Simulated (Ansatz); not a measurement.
A periodic model of amorphous gallium oxide (Ga$_{24}$O$_{35}$):

```xyz
59
Lattice="9.4249 -0.1995 -0.1758 -0.1995 8.6104 -0.1969 -0.1758 -0.1969 9.3398" Properties=species:S:1:pos:R:3 pbc="T T T"
Ga     3.2753     2.8382     1.5155
Ga     2.7257     7.1568     7.3693
Ga     0.9995     4.0246     6.6659
Ga     4.6788     5.7951     0.1742
Ga     1.2187     0.6441     6.0012
Ga     3.4277     3.0560     4.9093
Ga     7.2307     5.1466     2.0339
Ga     0.9851     6.2443     4.8192
Ga     6.0652     4.2635     4.9985
Ga     7.8565     1.9644     6.6579
Ga     7.6079     8.2448     8.7578
Ga     0.6669     2.8987     3.5199
Ga     6.1369     7.7203     2.3865
Ga     4.9020     0.7714     6.1495
Ga     2.9046     0.1050     3.4087
Ga     1.5830     0.7352     0.2346
Ga     9.2190     3.1140     0.1316
Ga     9.0533    -0.2208     2.6047
Ga     6.8784     2.2383     2.4106
Ga     7.4573     7.3424     5.7413
Ga     4.1398     3.2871     7.9858
Ga     4.2712     6.6077     4.5471
Ga     7.4102     4.8707     7.9418
Ga     4.8113     0.6064     0.3136
O      5.5242     5.9688     1.8027
O      2.7496     3.2855     6.6986
O      1.5548     2.5710     0.4736
O      0.1692     2.1741     6.0870
O      7.2383     3.7270     6.3856
O      1.7296     0.0232     7.7837
O      4.5979     8.1344     3.4012
O      6.8502     3.8591     3.3279
O      0.5197     4.4100     4.7356
O      7.9477     6.7701     2.5679
O      6.8520     0.4294     6.2156
O     -0.1557     7.7523     5.2654
O     -0.1160     4.2651     8.1310
O      8.1092     1.4626     8.4821
O      3.0930     0.7098     1.4704
O      7.6222     6.7633     7.5685
O      4.1173     7.5820     6.1801
O      8.7969     2.6407     1.9773
O      4.2476     4.7737     4.7423
O      5.3839     4.7687     8.0373
O      1.6865     5.8824     6.5508
O      2.9363     1.0131     5.1828
O      5.2267     2.1466     1.4897
O      2.5434     3.1679     3.2086
O      7.4140     0.6130     3.1395
O      6.3145     6.2303     4.8372
O      1.0177     0.9179     3.5255
O     -0.1193     8.4551     0.7226
O      7.7859     4.4831     0.4114
O      3.5988     7.1562     9.0082
O      4.6050     1.4350     8.0010
O      6.2398     8.3220     0.4825
O      5.1644     2.3958     5.1933
O      2.3493     6.9129     3.7582
O      3.6139     4.2199     0.2688
```

Method: PBE, scalar-relativistic without spin-orbit coupling (plane waves to 420 eV, PAW; Ansatz, a quantum-chemistry and plane-wave program). The usual formal charges leave 2 electrons over, so the level spacing at the Fermi energy parts defect or band states and needn't be the band gap.

Preparation: random packing, a CHGNet melt and quench, and a DFT relaxation. O atoms were pushed apart under 1.9 Å during the dynamics, to hinder bonds among them. The hot cell started wider than the set density and was brought back towards it in steps. It is the lowest in DFT energy of 2 quenches. It is a model cell: composition and starting density were chosen by hand, and all elements were melted together. No dispersion term was used. Its density started from a set value of 4.74 and ended at 4.90 g/cm³. Cooling (nominally 88 K/ps over its main leg) ran many orders faster than in experiment, which tends to leave more defects and strain. Values belong to this one cell and scatter from quench to quench. Volume and shape were free in the relaxation. On a 2×2×2 Γ-centred mesh force components of up to 0.14 eV/Å stay, since the relaxation ran on the zone centre alone.

Cut-offs for bonds: Ga-Ga 2.68 Å, Ga-O 2.30 Å, O-O 1.58 Å. Two cations that share two anions don't count as bonded, nor two that share one unless they lie closer than Ga-Ga 2.61 Å.

### Question
Give the coordination numbers, mean bond lengths and angles.

### Answer

Mean coordination of Ga by anions: 4.46 (13 with 4, 11 with 5)
Mean coordination of O: 3.06 (33 with 3, 2 with 4)
Mean Ga-O bond: 1.939 Å (spread 0.076 Å, 107 counted)
Bond angle at Ga: mean 107.4°, spread 20.7°
Bond angle at O: mean 116.2°, spread 14.6°

### Question
Which atoms depart from the most common coordination of their element?

### Answer
Ga1 has 5 (O48 1.87 Å, O59 1.89 Å, O27 2.03 Å, O47 2.07 Å, O39 2.14 Å); Ga3 has 5 (O37 1.86 Å, O26 1.90 Å, O45 1.98 Å, O33 2.03 Å, O28 2.11 Å); Ga6 has 5 (O57 1.88 Å, O43 1.91 Å, O48 1.92 Å, O26 1.93 Å, O46 2.12 Å); Ga9 has 5 (O32 1.89 Å, O29 1.89 Å, O43 1.91 Å, O50 1.99 Å, O57 2.08 Å); Ga13 has 5 (O31 1.89 Å, O49 1.93 Å, O25 1.95 Å, O56 2.00 Å, O34 2.05 Å); Ga14 has 5 (O57 1.90 Å, O41 1.91 Å, O35 1.98 Å, O55 1.99 Å, O46 2.20 Å); Ga15 has 5 (O58 1.92 Å, O31 1.99 Å, O46 1.99 Å, O39 2.04 Å, O51 2.06 Å); Ga17 has 5 (O27 1.92 Å, O37 1.92 Å, O42 1.95 Å, O38 1.99 Å, O53 2.00 Å); Ga22 has 5 (O43 1.84 Å, O41 1.91 Å, O31 1.94 Å, O50 2.10 Å, O58 2.10 Å); Ga23 has 5 (O53 1.91 Å, O29 1.94 Å, O40 1.94 Å, O44 2.03 Å, O37 2.06 Å); Ga24 has 5 (O56 1.89 Å, O55 1.95 Å, O47 1.98 Å, O39 2.07 Å, O54 2.09 Å); O39 has 4 (Ga16 1.95 Å, Ga15 2.04 Å, Ga24 2.07 Å, Ga1 2.14 Å); O46 has 4 (Ga5 1.94 Å, Ga15 1.99 Å, Ga6 2.12 Å, Ga14 2.20 Å).

### Question
List the pairs of like atoms that count as bonded by the rules above.

### Answer
There are none by these rules.
